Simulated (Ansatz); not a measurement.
Short convergence ladders for a (100) slab of LaAs (cut from a parent of space group no. 225; 8 atoms in the cell)

```
LaAs
1.0
    4.40468     0.00000     0.00000
   -4.40468     4.40468     0.00000
    0.00000     0.00000    23.34379
As La
4 4
Cartesian
  0.00000   0.00000   7.00001
 -2.20234   2.20234  10.11461
  0.00000   0.00000  13.22918
 -2.20234   2.20234  16.34378
  0.00000   0.00000  10.11461
 -2.20234   2.20234   7.00001
  0.00000   0.00000  16.34378
 -2.20234   2.20234  13.22918
```

Base method: LDA (PW92), default PAW files made with PBE (plane waves; Ansatz, a quantum-chemistry and plane-wave program).

Base settings: basis.ecutwfc = 420 eV; kpoints.mp_grid.grid = 5 5 1; hamiltonian.xc = lda; hamiltonian.pseudopotentials = {kind: paw} (the program's default PAW files); scf.occupations.method = gaussian; scf.occupations.width = 0.1 eV.

The count of work is k-points × plane waves × bands × iterations; it is no time. 

**The vacuum**

The mesh stays at the base's, so the ladder's end is converged at best in this setting alone.

Only quantities that move along the ladder and can be compared are tabulated.

| vacuum between outermost atoms (Å) | free energy less the last step's (meV/atom) | largest difference of a force vector from the last step's (eV/Å) | count of work / last |
|---|---|---|---|
| 3.0 | -202.95 | 0.478 | 0.36 |
| 4.0 | -87.25 | 0.737 | 0.44 |
| 5.0 | -19.18 | 0.216 | 0.41 |
| 6.0 | -2.19 | 0.040 | 0.39 |
| 7.0 | 0.46 | 0.017 | 0.41 |
| 8.0 | 0.45 | 0.007 | 0.44 |
| 10.0 | 0.10 | 0.001 | 0.49 |
| 12.0 | 0.02 | 0.001 | 0.54 |
| 14.0 | 0.01 | 0.001 | 0.59 |
| 17.0 | 0.01 | 0.000 | 0.67 |
| 20.0 | 0.00 | 0.000 | 0.74 |
| 25.0 | 0.00 | 0.001 | 0.87 |
| 30.0 | 0.00 | 0.000 | 1.0 |

Smallest vacuum between outermost atoms (Å) that holds the free energy within 2 meV/atom of the last step, with all finer ones: 7.0, at 0.41 of the last step's count of work; the step before is off by 2.2 meV/atom.

Smallest vacuum between outermost atoms (Å) that holds the forces within 0.02 eV/Å of the last step, with all finer ones: 7.0, at 0.41 of the last step's count of work; the step before is off by 0.040 eV/Å.

**The plane-wave cutoff**

The mesh stays at the base's, so the ladder's end is converged at best in this setting alone.

Only quantities that move along the ladder and can be compared are tabulated.

```csv
basis.ecutwfc,free energy less the last step's (meV/atom),largest difference of a force vector from the last step's (eV/Å),count of work / last
210 eV,2018.73,0.022,0.16
250 eV,451.67,0.020,0.19
295 eV,67.56,0.004,0.24
355 eV,4.29,0.001,0.27
420 eV,0.66,0.000,0.36
505 eV,0.23,0.000,0.46
630 eV,0.06,0.000,0.65
840 eV,0.00,0.000,1.0
```

Coarsest basis.ecutwfc that holds the free energy within 2 meV/atom of the last step, with all finer ones: 420 eV, at 0.36 of the last step's count of work; the step before is off by 4.3 meV/atom.

Coarsest basis.ecutwfc that holds the forces within 0.01 eV/Å of the last step, with all finer ones: 295 eV, at 0.24 of the last step's count of work; the step before is off by 0.020 eV/Å.

On the base run: the starting cell comes from a database of computed structures (which also holds hypothetical and non-ambient phases and stackings), without a prior relaxation at this level. The slab is cut from that crystal, and its faces are unrelaxed. Its lattice was rescaled by up to half a per cent. Spin polarisation is off, though cut faces can carry moments; the slab shows no gap.

Left out of this page: 1 run of the series outside the window shown, repeating another row's setting, or not comparable.

Keys are those of Ansatz 0.2.
